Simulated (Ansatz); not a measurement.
Start from Li in the bcc (W type) structure (space group Im-3m, No. 229; a = 3.434 Å).

Calculations: Ansatz (an electronic-structure program), PBEsol, PAW, cutoff 420 eV, scalar-relativistic without spin-orbit coupling.

For the base:

| Quantity | Value |
|---|---|
| Lattice parameter a | 343.4 pm |

Modification: a hydrostatic pressure of 4.2 GPa.

Task: What happens to the lattice parameter a?

Result: The lattice parameter a shrinks by 23.7 pm to 319.7 pm.

Load acts through the strain it causes; cell and atoms are relaxed under it. No phonon test of stability was made.
